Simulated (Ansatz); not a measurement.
Cu (model structure, Pm-3m, No. 221, 1 atom in the cell), treated with LDA (PAW; Ansatz, a quantum-chemistry and plane-wave program).

The input as run:

Ansatz 0.2 input:
```yaml
crystal:
  lattice:
    - [2.342070179, 0.0, 0.0]
    - [0.0, 2.342070179, 0.0]
    - [0.0, 0.0, 2.342070179]
  atoms:
    - { symbol: Cu, position: [0.0, 0.0, 0.0] }
basis:
  ecutwfc: 520
  ecutrho_ratio: 4
  xc_grid: 2
kpoints:
  mp_grid: { grid: [22, 22, 22] }
hamiltonian:
  xc: lda
  dispersion: none
  pseudopotentials: { kind: paw }
scf:
  occupations: { method: fermi_dirac, width: 0.05 }
output:
  forces: false
  stress: true
  eigenvalues: true
relax:
  f_tol: 0.004
  escape_saddle: false
  max_steps: 80
```

Excerpt of the program's output:

```
WARN output.stress: scf.convergence.dr2_threshold = 1e-7 eV (the SCF's general default) is looser than the 1e-10 eV advised for a printed stress (1e-10 eV for …
Relaxation: its limit of steps is 80 (relax.max_steps)
Crystal: 1 atoms, lattice volume = 12.847 Å³
Basis set: ecut = 520 eV, 341 PW (Γ), exchange–correlation on 36×36×36 points (8 copies of the dense FFT grid, shifted against one another)
Bands: 14, of which v1, the nominal top of the filled ones, is band 10 counted from 1 (9 counted from 0)
Symmetry: 48 space group operations
Space group: Pm-3m (ITA 221), of the structure as read, at distance tolerance 2.3e-5 Å
k-points: 364 of 10648
Functional: x = slater, c = lda
SCF iter   1: F=—  HF=-6555.189702 eV  |F-HF|=—  |Δ(HF+E_count)|=         —  Δρ=2.05e-2  dr2=2.28e-2
SCF iter   2: F=—  HF=-6555.183403 eV  |F-HF|=—  |Δ(HF+E_count)|=   6.30e-3  Δρ=3.49e-3  dr2=5.10e-4
  ...
SCF iter   5: F=-6555.183256 eV  HF=-6555.183256 eV  |F-HF|=1.73e-10  |Δ(HF+E_count)|=   3.04e-8  Δρ=4.90e-6  dr2=7.12e-10
SCF iter   6: F=-6555.183256 eV  HF=-6555.183256 eV  |F-HF|=2.73e-12  |Δ(HF+E_count)|=  2.64e-10  Δρ=3.98e-7  dr2=3.66e-12
SCF 1 converged in 6 iterations: F = -6555.183256 eV  dr2 = 3.66e-12
relax step   1: F+E_penalty+E_count = -6555.18325589 eV  Δ(F+E_penalty+E_count) = +0.000e0 eV  max|allowed force component| = 0.000e0 eV/Å  Δτ_max = 0.0000 Å  (6 SCF iters, accepted)
SCF converged after 6 iterations
Free energy (F): -6555.183256 eV
Internal energy: -6555.181219 eV  (E = F + TS)
E sigma→0 (E₀):  -6555.182237 eV
Fermi energy:    14.396093 eV
--- Forces (eV/Å), atoms counted from 1 ---
  atom   1  Cu    -0.00000000     0.00000000     0.00000000
--- Stress (GPa, compression-positive) ---
       -2.656831      -0.000000       0.000000
        0.000000      -2.656831       0.000000
        0.000000       0.000000      -2.656831
  P = ⅓ Tr σ = -2.6568 GPa (-26.568 kbar)
```

The cell is one volume of an energy–volume scan, off the minimum.

The PAW data were made under PBE.

Note: the run has no spin polarisation, so it can have missed a magnetic state. Note: the relaxation could raise the start's symmetry but not lower it, so the cell can be a saddle point.

A model structure was made by putting elements into a prototype or built by hand; it is no filed structure, need not be a known phase, and can be a saddle point held by its symmetry.
